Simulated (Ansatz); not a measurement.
**Thickness series in C**

The parent structure is C in the graphite type structure (space group P6_3/mmc, No. 194; layered, stacked along the Cartesian z axis).

```yaml
crystal:
  lattice:
    - [2.45812, 0.00000, 0.00000]
    - [-1.22906, 2.12879, 0.00000]
    - [0.00000, 0.00000, 6.56486]
  atoms:
    - { symbol: C, position: [0.00000, 0.00000, 0.25000] }
    - { symbol: C, position: [0.00000, 0.00000, 0.75000] }
    - { symbol: C, position: [0.33333, 0.66667, 0.25000] }
    - { symbol: C, position: [0.66667, 0.33333, 0.75000] }
```

Free-standing slabs (2 atom(s) a layer) normal to the stacking axis with 15 Å of vacuum; in-plane cell relaxed.

Computed with PBEsol-D3(BJ)/PAW in Ansatz (a program for electronic structure), spin-orbit coupling left out, earlier PAW set.

Notes on the quantities. layer's space group: with vacuum.

| variant | thickness between the outermost nuclei | layer's space group |
|---|---|---|
| 1 layer | – | P6/mmm (No. 191) |
| 2 layers | … | P-3m1 (No. 164) |
| 3 layers | … | P-6m2 (No. 187) |
| 4 layers | … | P-3m1 (No. 164) |

What belongs in the blanks?


- 2 layers, thickness between the outermost nuclei: 3.34 Å
- 3 layers, thickness between the outermost nuclei: 6.63 Å
- 4 layers, thickness between the outermost nuclei: 9.91 Å

Whether these cells are dynamically stable was not tested.
